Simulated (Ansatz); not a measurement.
Base system: CdS in the wurtzite structure (space group P6_3mc, No. 186; a = 4.124 Å, c = 6.708 Å). Axes: x lies along a and z along c of the hexagonal cell.

All numbers come from Kohn–Sham DFT with the PBEsol functional, run in Ansatz (a first-principles code) with PAW and 420 eV plane waves, no spin-orbit coupling.

Before the change:

- Band gap: 1.09 eV
- Valence-band top at Γ: 0.00, 0.00, -0.05 eV

The change: the cell is compressed by 1.80 % along x with no lateral relaxation; the atoms relax in the strained cell.

**Question.** What does the calculation give for the band gap after the change?

**Answer.** The band gap drops by 0.01 eV to 1.08 eV.

**Question.** How does this affect the valence-band top at Γ?

**Answer.** The valence-band top at Γ (three highest levels, from the VBM) changes from 0.00, 0.00, -0.05 eV to 0.00, -0.06, -0.11 eV.

**Question.** What happens to the energy relative to the base?

**Answer.** The energy increases by 2.2 meV/atom.

**Question.** What happens to the stress?

**Answer.** The stress (xx, yy, zz, yz, xz, xy; compression positive) comes out as (1.57, 0.98, 0.87, 0.00, 0.00, 0.00) GPa.

Whether these cells are dynamically stable was not tested.
